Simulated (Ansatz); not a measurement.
Structures of equal composition on the (0001) surface of hcp Ru: a layer of Si in place of the second plane; a layer of Si in place of the third plane. The slabs share one bottom face, and each structure is named by its start. These are constructed structures in small cells; real faces may alloy, dewet or reconstruct in larger ones, and not all known structures of the face are among them. Slabs of about 11 Å, Fermi-Dirac smearing of 0.1 eV. Bottom of the slabs: a bare face, its two planes held. Relaxed from the named starts with such symmetry as they have, on meshes of like density; energies extrapolated to zero smearing; spin only where a row says so; no spin-orbit coupling, no U. Brackets mark spin-polarised runs, whose order is one that fits the cell.

The numbers are results of PBE (plane waves to 420 eV, PAW; Ansatz, a program for electronic structure), not measurements.

Task: Rank these by energy per 1x1 cell (lowest first), as PBE gives it.

Result: a layer of Si in place of the second plane (0.000 eV), a layer of Si in place of the third plane (0.430 eV)
